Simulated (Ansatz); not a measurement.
The parent structure is Cu in the fcc (Cu type) structure (space group Fm-3m, No. 225; a = 3.630 Å; relaxed with 0.1 eV smearing).

All numbers come from PBE (Ansatz, a program for electronic structure), no spin-orbit coupling.

Base values:

Pressure: 0.0 GPa

It is then changed as follows: the cell is scaled by 0.9800 in all directions; the atoms relax in the strained cell.

Question: How does this affect the energy relative to the base and pressure?

Answer: The energy goes up by 21 meV/atom; the pressure goes from zero to 9.9 GPa.

No phonon test of stability was made. The final runs are not spin-polarised.
